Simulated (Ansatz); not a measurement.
Abridged Ansatz (a program for electronic structure) output:

```
Pseudopotential: In, paw, valence charge 13
Pseudopotential: Sb, paw, valence charge 15
Crystal: 6 atoms, lattice volume = 182.619 Å³
Basis set: ecut = 420 eV, 3627 PW (Γ), exchange–correlation on 64×64×144 points (8 copies of the dense FFT grid, shifted against one another)
Bands: 48, of which v1, the nominal top of the filled ones, is band 42 counted from 1 (41 counted from 0)
Symmetry: 6 space group operations
k-points: 81 of 720 (time reversal used)
Functional: x = pbesol(κ = 0.804, μ = 0.12345679012345678), c = pbesol(β = 0.046)
SCF iter   1: F=—  HF=-35800.432506 eV  |F-HF|=—  |Δ(HF+E_count)|=         —  Δρ=2.98e-3  dr2=1.25e-2  ethr=1.77e-3  ⟨swp⟩=7.5  Hψ=15904  notcnv=0
SCF iter   2: F=—  HF=-35800.424921 eV  |F-HF|=—  |Δ(HF+E_count)|=   7.58e-3  Δρ=1.50e-3  dr2=4.09e-3  ethr=1.49e-5  ⟨swp⟩=2.0  Hψ=6669  notcnv=0  defer=3
SCF 1 converged in 9 iterations: F = -35800.424134 eV  dr2 = 6.89e-11
SCF converged after 9 iterations
Free energy (F): -35800.424134 eV
Internal energy: -35800.421487 eV  (E = F + TS)
E sigma→0 (E₀):  -35800.422811 eV
Entropy (-TS):   -0.002647 eV (-0.441 meV/atom)
Fermi energy:    8.777624 eV
--- Forces (eV/Å), atoms counted from 1 ---
  atom   1  In    -0.00103511     0.00179287     0.00000000
  atom   2  In    -0.00103511    -0.00179287    -0.00000000
  atom   3  In     0.00207023    -0.00000000     0.00000000
  atom   4  Sb     0.00026662    -0.00046181     0.00000000
  atom   5  Sb     0.00026662     0.00046181     0.00000000
  atom   6  Sb    -0.00053325     0.00000000     0.00000000
--- Stress (GPa, compression-positive) ---
       -0.001834       0.000000      -0.000000
        0.000000      -0.001834      -0.000000
       -0.000000      -0.000000      -0.000867
  P = ⅓ Tr σ = -0.0015 GPa (-0.015 kbar)
```

### Question
What was computed, and what are the main results?

### Answer
InSb, 6 atoms in the cell, with PBEsol (Ansatz; PAW; 420 eV plane waves; without spin-orbit coupling). The last SCF converged to F = -35800.424134 eV, or -5966.7374 eV per atom, at a pressure of 0.00 GPa. The total energy compares only with runs of the same code, potentials and settings.

With Sb present, leaving out spin-orbit coupling can change the band edges. No phonon test of stability was made. All final runs are without spin polarisation. The cell is InSb (space group P3_121, No. 152; a hypothetical phase, not in the database extracts checked).
